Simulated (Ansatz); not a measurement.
Base system: ZnS in the zinc blende structure (space group F-43m, No. 216; a = 5.357 Å).

The change: a hydrostatic pressure of 9 GPa.

Levels (all Ansatz, an electronic-structure program, PAW): PBEsol (420 eV, no spin-orbit coupling); HSE06+SOC (420 eV, noncollinear with spin-orbit coupling).

The geometry is relaxed with PBEsol.

PBEsol valence-band top at Γ: 0.00, 0.00, 0.00 eV
PBEsol band gap: 2.49 eV

Problem. How does going to HSE06+SOC change the valence-band top at Γ and band gap?

Solution. The valence-band top at Γ (three highest Kramers pairs, from the VBM) goes from 0.00, 0.00, 0.00 eV to 0.00, 0.00, -0.07 eV; the band gap increases by 1.39 eV to 3.88 eV. The threefold valence maximum splits by Δso ≈ 0.07 eV.

Single points use the geometry relaxed with PBEsol. Differences between runs with and without spin-orbit coupling are approximate. Load acts through the strain it causes; cell and atoms are relaxed under it. Whether these cells are dynamically stable was not tested. Tetrahedral semiconductors of this kind turn to denser phases somewhere between about 1 and 50 GPa; those were not computed, so compressed cells here can lie past the real transition.
